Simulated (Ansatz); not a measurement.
System: Ti3Al (model structure, started from the D019 type, P6₃/mmc, No. 194, 8 atoms in the cell). Method: r²SCAN (Ansatz, a quantum-chemistry and plane-wave program, plane waves, PAW).

Settings: plane-wave cutoff 560 eV, 12×12×12 k mesh, Fermi–Dirac smearing 0.05 eV, no spin polarisation, scalar-relativistic PAW data made under PBE.

Cell (relaxed at this level):

AlTi$_{3}$ has the hexagonal space group P6₃/mmc (No. 194), Pearson symbol hP8. Conventional cell: a = 5.748 Å, b = 5.748 Å, c = 4.632 Å, α = 90.00°, β = 90.00°, γ = 120.00°. Ti on 6h is surrounded by 8 Ti at 2.814–2.934 Å and 4 Al at 2.829–2.874 Å (anticuboctahedral). Al on 2c sees 12 Ti at 2.829–2.874 Å (anticuboctahedral). (Neighbours: up to the widest gap in distance over summed covalent radii, below 1.35, at either atom.)

Q: What does this level give for the bulk modulus B0?

A: 
- bulk modulus B0: 121 GPa

The run finds no gap.

Note: the bulk modulus is −V dP/dV from two relaxed cells at ±2 % in volume.

Computed values are for the static lattice.

A model structure was made by putting elements into a prototype or built by hand; here it ended with the formula and space group of a phase in our tables.
